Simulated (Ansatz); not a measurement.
# A computed series for WSi2: pressure series

The reference is WSi2 (space group P6_222, No. 180; a = 4.5758 Å, c = 6.6034 Å; a cell from a computed database, its experimental status unchecked).

Cell and atoms are relaxed at each pressure.

The values are results of Ansatz (a first-principles code), PBEsol, PAW, cutoff 420 eV, no spin-orbit coupling, not measurements.

Notes on the quantities. enthalpy: H = E + PV relative to the base's energy.

```
variant           shortest interatomic distance       enthalpy
----------------  -----------------------------  -------------
base                                    2.555 Å              –
pressure −2 GPa                         2.563 Å  -0.17 eV/atom
pressure −1 GPa                         2.559 Å  -0.08 eV/atom
pressure 0.3 GPa                        2.555 Å  +0.02 eV/atom
pressure 0.7 GPa                        2.553 Å  +0.06 eV/atom
pressure 1.5 GPa                        2.550 Å  +0.12 eV/atom
pressure 3 GPa                          2.546 Å  +0.25 eV/atom
pressure 5 GPa                          2.539 Å  +0.41 eV/atom
pressure 7.5 GPa                        2.531 Å  +0.61 eV/atom
pressure 10 GPa                         2.524 Å  +0.81 eV/atom
```

A case with no gap was solved on a k-mesh chosen for an insulator, which is coarse for it. Load acts through the strain it causes; cell and atoms are relaxed under it. Whether these cells are dynamically stable was not tested. No other phases were tried under pressure. All final runs are without spin polarisation.
